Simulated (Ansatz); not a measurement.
Zr₃N₄ (I-43d), PBEsol, rigid bands (Ansatz, a program for electronic structure). Band gap 0.76 eV, N_c = 1.18e19 cm⁻³ and N_v = 1.92e20 cm⁻³ at 300 K, conductivity masses of 0.379 mₑ (electrons) and 0.842 mₑ (holes). Take k_BT = 0.02585 eV.

Question: What thermal injection velocity √(2k_BT/πm) limits a ballistic channel?

Answer: 8.74e6 cm/s for electrons and 5.86e6 cm/s for holes, a ratio of √(m_h/m_e) = 1.49, for dilute carriers.

Question: A film of it is 3 nm thick. Estimate the confinement energies in an infinite well.

Answer: ħ²π²/(2m t²) = 0.376 eV·nm²/(m/mₑ × t²) gives 110 meV for electrons and 49.6 meV for holes, so the gap would widen to about 0.92 eV. Finite barriers and nonparabolic bands lower this, and with several valleys or bands the heaviest mass along the normal sets the lowest level, not this average.

Question: What built-in voltage has an abrupt junction with N_A = 1e17 and N_D = 1e17 cm⁻³, all dopants ionised?

Answer: V_bi = E_g/e − (k_BT/e) ln(N_c N_v/(N_A N_D)) = 0.76 − 0.02585 × 12.33 = 0.44 V, for the computed gap.

Rigid bands with the computed gap; masses take one relaxation time for all states. Spin-orbit coupling is left out; where it splits the top of the valence band, N_v and the p-type Seebeck coefficient come out somewhat high without it.

Computed structure with no diffraction record at hand here (it may be known, metastable or hypothetical): Zr3N4 (I-43d).
